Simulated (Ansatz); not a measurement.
System: fluorite AuAl2. Method: RPBE (Ansatz, a first-principles code, PAW).

Numerical settings: plane-wave cutoff 520 eV, 16×16×16 k mesh, Fermi–Dirac smearing 0.05 eV, scalar-relativistic PAW data made under PBE.

Cell (relaxed at this level):

Al₂Au is modelled in the cubic space group Fm-3m (No. 225), Pearson symbol cF12. Lattice parameters: a = b = c = 6.100 Å, α = β = γ = 90.00°. Al on 8c sees 4 Au at 2.641 Å and 6 Al at 3.050 Å. Au on 4a is surrounded by 8 Al at 2.641 Å (cubic). (Neighbours: up to the widest gap in distance over summed covalent radii, below 1.35, at either atom.)
(The calculation used a cell of 3 atoms; values per cell refer to that cell.)

Problem. Predict the bulk modulus and pressure derivative B′ of the bulk modulus.

Solution. 
* **bulk modulus**: 98.9 GPa
* **pressure derivative B′ of the bulk modulus**: 4.9

The run finds no gap.

Spin–orbit coupling is not included; it can shift volumes and moduli of such heavy elements.

Static lattice: no zero-point or thermal effects.
